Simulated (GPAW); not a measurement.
# Pressure against volume in antifluorite Mg2Sn (space group 225) (GPAW, LDA)

```yaml
crystal:
  lattice:
    - [0.00000, 3.24854, 3.24854]
    - [3.24854, 0.00000, 3.24854]
    - [3.24854, 3.24854, 0.00000]
  atoms:
    - { symbol: Mg, position: [0.25000, 0.25000, 0.25000] }
    - { symbol: Mg, position: [0.75000, 0.75000, 0.75000] }
    - { symbol: Sn, position: [0.00000, 0.00000, 0.00000] }
```

Computed with LDA (Perdew-Wang 92), GPAW PAW datasets LDA (gpaw-data 1.0.1) (plane waves; GPAW 25.7.0). Settings: mode = pw; ecut = 780 eV; xc = LDA; kpts = 9 9 9; mesh shift (steps) = 0 0 0; occupations.name = fermi-dirac; occupations.width = 0.01 eV; nbands = -4; convergence.density = 1e-05 e/electron; convergence.bands = -2; symmetry.symmorphic = false; symmetry.tolerance = 0.0005; maxiter = 100. The cell above is the first row's. The rows scale it uniformly. In all rows fractional positions and the k mesh are held.

```csv
V (Å^3/atom),P (GPa)
22.855,?
23.351,2.75
23.848,1.58
24.345,0.52
24.842,-0.44
25.339,-1.28
25.836,-2.05
26.332,-2.75
26.829,-3.37
```

Task: Fit P against V with a cubic, and predict the withheld value at V = 22.855.

Result: With u = V - 25.1, the rows have u = -1.7490, -1.2520, -0.7550, -0.2580, 0.2390, 0.7360, 1.2320, 1.7290. Least squares gives P = -0.886 - 1.7144·u + 0.1844·u² - 0.01402·u³. Residuals (row less fit): -0.002, 0.003, 0.000, -0.009, 0.005, 0.003, -0.006, 0.001; standard error 0.006 (degrees of freedom: 4). The fitted pressure is zero at V0 = 24.61, where dP/dV = -1.905, so B0 = -V0·dP/dV = 46.9 GPa. At the withheld row, u = -2.2450, so P = -0.886 - 1.7144 × (-2.2450) + 0.1844 × (-2.2450)² - 0.01402 × (-2.2450)³ = 4.051 GPa. The calculation gives 4.05 GPa, which the fit meets to the printed digits. The row lies outside the fitted rows, so this is an extrapolation. From the scatter of the fitted rows alone, a prediction at this place has a standard error of 0.017 GPa, so the miss is 0.1 times that.

Carrying the step between the two nearest rows on in a straight line would have given 3.92, off by 0.13; series whose last step already gives the withheld value aren't shown. The scan was laid around a cell of about the measured size, scaled by a guess for this functional. The runs keep the symmetry of the cell, so they don't test it for distortions. Cutoffs and mesh are single choices, not tested for convergence of this quantity. Series with a scatter that would blur these digits, or in which a gap closes, are not shown.
